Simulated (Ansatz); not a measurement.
The parent structure is ZrC in the rock salt structure (space group Fm-3m, No. 225; relaxed with 0.1 eV smearing).

```
CELL_PARAMETERS angstrom
      0.00000     2.35441     2.35441
      2.35441     0.00000     2.35441
      2.35441     2.35441     0.00000
ATOMIC_POSITIONS crystal
  Zr 0.00000 0.00000 0.00000
  C  0.50000 0.50000 0.50000
```

All numbers come from PBE in Ansatz (plane waves to 420 eV, PAW, scalar-relativistic without spin-orbit coupling).

Strains are applied to the cell and any free atomic positions relax.

One change was made to it. Results:

The energy grows by 2.0 meV/atom; the pressure goes from zero to -3.2 GPa; the band gap is still zero.

### Question
Which change produced these results?
A) isotropic strain −1.00 %
B) isotropic strain +0.50 %
C) isotropic strain −0.50 %
D) isotropic strain −2.50 %
E) isotropic strain +1.50 %

### Answer
B, isotropic strain +0.50 %. For comparison, the pressure in the other runs: isotropic strain +1.50 % gives -9.1 GPa; isotropic strain −2.50 % gives 19.7 GPa; isotropic strain −1.00 % gives 7.1 GPa; isotropic strain −0.50 % gives 3.4 GPa.

Whether these cells are dynamically stable was not tested. The final runs are not spin-polarised.

Ansatz is an electronic-structure program.
